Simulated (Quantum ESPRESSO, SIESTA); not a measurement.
A Quantum ESPRESSO input for a self-consistent single point of TiB₂Mo (Amm2, 4 atoms in the cell) (DFT, LDA (PZ), plane waves, GBRV 1.5 ultrasoft (LDA) pseudopotentials):

```fortran
&CONTROL
  calculation = 'scf'
  prefix = 'TiB2Mo'
  outdir = './tmp'
  pseudo_dir = './'
  tprnfor = .true.
  tstress = .true.
/
&SYSTEM
  ibrav = 0
  nat = 4
  ntyp = 3
  ecutwfc = 50
  ecutrho = 400
  occupations = 'smearing'
  smearing = 'fd'
  degauss = 0.0073499
/
&ELECTRONS
  conv_thr = 1.0d-9
  mixing_beta = 0.3
/
ATOMIC_SPECIES
Ti    47.8670  ti_lda_v1.4.uspp.F.UPF
B     10.8100  b_lda_v1.4.uspp.F.UPF
Mo    95.9500  mo_lda_v1.uspp.F.UPF
CELL_PARAMETERS {angstrom}
   3.05313100     0.00000000     0.00000000
   0.00000000     1.57353800     4.18132900
   0.00000000    -1.57353800     4.18132900
ATOMIC_POSITIONS {crystal}
Ti    0.00000000    0.14730000    0.14730000
B     0.50000000    0.55875000    0.55875000
B     0.00000000    0.43994000    0.43994000
Mo    0.50000000    0.85402000    0.85402000
K_POINTS {automatic}
10 10 10  0 0 0
```

Task: Give the SIESTA input for the same structure, mesh, smearing and functional.

Result: This is the input that was run; spellings and numerical settings could be chosen otherwise.

```
# files in the folder: Ti.psml B.psml Mo.psml (PseudoDojo LDA standard)
SystemName  TiB2Mo
SystemLabel TiB2Mo

NumberOfAtoms                4
NumberOfSpecies              3
%block ChemicalSpeciesLabel
  1 22 Ti
  2 5 B
  3 42 Mo
%endblock ChemicalSpeciesLabel
LatticeConstant              3.053131 Ang
%block LatticeVectors
     1.000000000    0.000000000    0.000000000
     0.000000000    0.515385026    1.369521648
     0.000000000   -0.515385026    1.369521648
%endblock LatticeVectors
AtomicCoordinatesFormat      Bohr
%block AtomicCoordinatesAndAtomicSpecies
     0.000000000    0.000000000    2.327801534  1
     2.884790706   -0.000000000    8.830000728  2
     0.000000000    0.000000000    6.952430461  2
     2.884790706    0.000000000   13.496191896  3
%endblock AtomicCoordinatesAndAtomicSpecies

XC.functional                LDA
XC.authors                   PW92
PAO.BasisSize                DZP
PAO.EnergyShift              0.01 Ry
MeshCutoff                   350 Ry
%block kgrid.MonkhorstPack
   10   0   0  0.0
    0  10   0  0.0
    0   0  10  0.0
%endblock kgrid.MonkhorstPack
OccupationFunction           FD
ElectronicTemperature        100.0 meV

MaxSCFIterations             150
SCF.Mixer.Method             Pulay
SCF.Mixer.Weight             0.1
SCF.Mixer.History            6
SCF.DM.Tolerance             1.0E-04
Diag.ParallelOverK           true
WriteForces                  true
Charge.Mulliken              end
```

Basis settings and potentials, where a program has them, do not carry over. This input uses DFT, LDA PW92, numerical atomic orbitals DZP, PseudoDojo LDA standard norm-conserving potentials (rewritten from UPF to PSML). LDA parametrisations can differ slightly between programs.

The starting cell comes from a database of computed structures (which also holds hypothetical and non-ambient phases and stackings), without a prior relaxation at this level. Its lattice was rescaled by a random factor within 2.5 % of one. For this run, on top of that: lattice scaled by 0.98.
